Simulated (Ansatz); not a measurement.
**YAl3: pressure series**

Start from YAl3 (space group R-3m, No. 166; a = 6.123 Å, c = 21.050 Å (hexagonal axes); a cell from a computed database, its experimental status unchecked).

Cell and atoms are relaxed at each pressure.

All numbers come from Ansatz (a quantum-chemistry and plane-wave program) PBEsol, scalar-relativistic without spin-orbit coupling.

```csv
pressure (GPa),volume per atom (Å³/atom)
-2,19.518
-1,19.240
0,18.985
0.3,18.914
0.7,18.816
1.5,18.631
3,?
7.5,17.478
10,17.091
```

Problem. Fit the third-order Birch–Murnaghan form P(V) = (3B₀/2)[(V₀/V)^(7/3) − (V₀/V)^(5/3)]·[1 + (3/4)(B₀′ − 4)((V₀/V)^(2/3) − 1)] (squares taken in P) to the rows shown and predict the withheld row.

Solution. Least squares on the printed values gives V₀ = 18.985 Å³/atom, B₀ = 76.5 GPa, B₀′ = 4.1; this predicts 18.307 Å³/atom, and the run gives 18.307 Å³/atom, in agreement.

Load acts through the strain it causes; cell and atoms are relaxed under it. Stability against distortions was not tested. Competing high-pressure phases were not computed. The final runs are not spin-polarised.
